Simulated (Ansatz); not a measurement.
The reference is SiO$_{2}$ (space group P4_12_12, No. 92; a = 4.9797 Å, c = 6.9166 Å). Axes: x, y, z lie along a, b, c of the conventional cell.

Computed with DFT with r2SCAN, PAW potentials and a 500 eV plane-wave cutoff in Ansatz (a program for electronic structure), no spin-orbit coupling, earlier PAW set.

Strains are applied to the cell and any free atomic positions relax; under biaxial strain the out-of-plane vector relaxes too.

One change was made to it. Results:

```tsv
quantity	base	after
hole mass	1.7 mₑ along c, 2.0 mₑ across (at Γ)	1.7 mₑ along z, 2.0 mₑ across (at Γ)
pressure (mean of the normal stresses, compression positive)	0.00 GPa	0.09 GPa
band gap	6.35 eV	6.36 eV
```

Q: Name the change that was made.
(A) isotropic strain −4.83 %
(B) biaxial strain −3.90 %, plane normal [001], relaxed out of plane
(C) biaxial strain +1.86 %, plane normal [001], relaxed out of plane
(D) uniaxial strain ε_xx = −0.51 %

A: D, uniaxial strain ε_xx = −0.51 %. For comparison, the band gap in the other runs: biaxial strain +1.86 %, plane normal [001], relaxed out of plane gives 6.24 eV; biaxial strain −3.90 %, plane normal [001], relaxed out of plane gives 6.56 eV; isotropic strain −4.83 % gives 6.67 eV.

Effective masses come from finite differences of ±0.01 Å⁻¹. No phonon test of stability was made.
